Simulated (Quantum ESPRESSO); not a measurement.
A relaxation of the atoms of SrMg₂Bi₂ (P1, 5 atoms in the cell) with Quantum ESPRESSO.

Level of theory: PBEsol, SSSP 1.1.2 efficiency (PBE) pseudopotentials (plane waves; Quantum ESPRESSO).

Input as run:

```fortran
&CONTROL
  calculation = 'relax',
  prefix = 'sr(mgbi)2',
  outdir = './tmp',
  pseudo_dir = './',
  etot_conv_thr = 1.0d-6,
  forc_conv_thr = 1.0d-4,
/
&SYSTEM
  ibrav = 0,
  nat = 5,
  ntyp = 3,
  ecutwfc = 40,
  ecutrho = 320,
  occupations = 'smearing',
  smearing = 'gauss',
  degauss = 0.000734986,
  input_dft = 'pbesol',
/
&ELECTRONS
  conv_thr = 1.0d-10,
  mixing_beta = 0.7,
/
&IONS
/
ATOMIC_SPECIES
Sr    87.6200  Sr_pbe_v1.uspp.F.UPF
Mg    24.3050  Mg.pbe-n-kjpaw_psl.0.3.0.UPF
Bi   208.9804  Bi_pbe_v1.uspp.F.UPF
ATOMIC_POSITIONS {crystal}
Sr   -0.01048900   -0.00455700   -0.00805900
Mg    0.65617300    0.31759000    0.37638800
Mg    0.34324300    0.67994300    0.62363100
Bi    0.66399500    0.32790800    0.75087500
Bi    0.34707900    0.67911700    0.25716600
K_POINTS {automatic}
4 4 2  0 0 0
CELL_PARAMETERS {angstrom}
   4.82971000     0.00000000     0.00000000
  -2.41485500     4.18265200     0.00000000
   0.00000000     0.00000000     7.98289000
```

Output (repeated stretches shortened):

```
     Self-consistent Calculation

     iteration #  1     ecut=    40.00 Ry     beta= 0.70

     negative rho (up, down):  1.460E-01 0.000E+00

     total energy              =    -504.91747749 Ry
     estimated scf accuracy    <       0.98311472 Ry

     iteration #  2     ecut=    40.00 Ry     beta= 0.70

     negative rho (up, down):  1.515E-01 0.000E+00

     total energy              =    -505.08856739 Ry
     estimated scf accuracy    <       0.62930584 Ry

     iteration #  3     ecut=    40.00 Ry     beta= 0.70

     negative rho (up, down):  1.540E-01 0.000E+00

     total energy              =    -505.24107665 Ry
     estimated scf accuracy    <       0.20520360 Ry

   [... 8 blocks of this kind left out ...]

     iteration # 12     ecut=    40.00 Ry     beta= 0.70

     negative rho (up, down):  1.556E-01 0.000E+00

     total energy              =    -505.27871748 Ry
     estimated scf accuracy    <          5.8E-10 Ry

     iteration # 13     ecut=    40.00 Ry     beta= 0.70

     negative rho (up, down):  1.556E-01 0.000E+00
     End of self-consistent calculation

     the Fermi energy is     6.8282 ev

!    total energy              =    -505.27871748 Ry
     estimated scf accuracy    <          4.3E-11 Ry
     smearing contrib. (-TS)   =      -0.00000000 Ry
     internal energy E=F+TS    =    -505.27871748 Ry

     convergence has been achieved in  13 iterations

     negative rho (up, down):  1.556E-01 0.000E+00

     Forces acting on atoms (cartesian axes, Ry/au):

     atom    1 type  1   force =     0.00450499    0.00169600    0.00995351
     atom    2 type  2   force =     0.00410077    0.01648137   -0.00065672
     atom    3 type  2   force =    -0.00175533   -0.01050721    0.00251700
     atom    4 type  3   force =    -0.00045959    0.00867461   -0.00276323
     atom    5 type  3   force =    -0.00639084   -0.01634477   -0.00905056

   [... lines left out ...]
     Total force =     0.031685     Total SCF correction =     0.000034
     the Fermi energy is     6.8356 ev
!    total energy              =    -505.28279094 Ry
     Total force =     0.000180     Total SCF correction =     0.000003
     bfgs converged in  22 scf cycles and  21 bfgs steps
     Final energy             =    -505.2827909365 Ry
   [... lines left out ...]
Begin final coordinates

ATOMIC_POSITIONS (crystal)
Sr               0.0001848293        0.0000903721       -0.0000324454
Mg               0.6666144378        0.3331479691        0.3746325060
Mg               0.3332941292        0.6668082678        0.6253457717
Bi               0.6667279142        0.3335094803        0.7482761705
Bi               0.3331796895        0.6664449108        0.2517789971
End final coordinates

   JOB DONE.
```

The run converged.  The full log also holds: “WARNING: bfgs curvature condition failed, Theta= 0.929”. The full log also holds: “WARNING: bfgs curvature condition failed, Theta= 0.985”.

Summary of the result:
```
Quantity                                                 Result
------------------------------------------------  -------------
Free energy E − TS                                -6874.7226 eV
Top of the valence band (on the code's own zero)        6.65 eV
Gap on the k-point mesh                                 0.40 eV
Largest force (vector length)                        0.003 eV/Å
Relaxation steps                                             21
```

The starting cell comes from a database of computed structures (which also holds hypothetical and non-ambient phases and stackings), without a prior relaxation at this level. Its atoms were displaced at random from the sites of space group no. 164. For this run, on top of that: atoms moved at random. Spin-orbit coupling is off.

Cost on one core of a shared machine: roughly 20 min.
